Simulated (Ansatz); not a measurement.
A computed series for SnO2: pressure series

The parent structure is SnO₂ in the rutile structure (space group P4_2/mnm, No. 136; a = 4.760 Å, c = 3.201 Å).

Cell and atoms are relaxed at each pressure.

Computed with Kohn–Sham DFT with the r2SCAN functional, run in Ansatz (an electronic-structure program) with PAW and 500 eV plane waves, no spin-orbit coupling.

Candidates:
(a) pressure 18 GPa
(b) pressure 30 GPa
(c) pressure −1 GPa
(d) pressure 60 GPa

Before the change:

- Band gap = 1.77 eV

**Question.** Order them by band gap, highest first.

**Answer.** (d) pressure 60 GPa (4.14 eV), (b) pressure 30 GPa (3.12 eV), (a) pressure 18 GPa (2.63 eV), (c) pressure −1 GPa (1.71 eV)

Load acts through the strain it causes; cell and atoms are relaxed under it. Stability against distortions was not tested. Competing high-pressure phases were not computed.
